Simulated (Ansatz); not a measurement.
Functionals compared on a constructed model of the (000-1) surface of wurtzite GaN (in the relaxation 3 Al–N bonds formed), N-terminated, 2x2 Al adatom at T4 (bottom of the slab: 3 H on 4 bottom sites), in Ansatz (plane waves, PAW). The structure was relaxed with PBE; the other rows are single points on it. Cutoff 420 eV (500 eV for r2SCAN).

Model: 44-atom slab, 14.6 Å thick at the start with caps and adatoms, 4x4x1 mesh, Fermi-Dirac 0.025 eV, dipole correction, 8 atoms held, the rest relaxed; start symmetry kept, larger cells not searched; no spin, no spin-orbit, no U. In PBE it lies 0.31 eV a 1x1 cell over the lowest computed structure of the same composition (2x2 Al adatom at H3). These notes are the PBE run's.

```csv
functional,gap of the slab on its k-mesh (eV),highest filled level below the top vacuum level (eV),rough cost of the single point
PBE,0.65,4.14,–
r2SCAN,0.82,4.18,about 5 core-minutes (a rough figure)
```

Ansatz is an electronic-structure program.
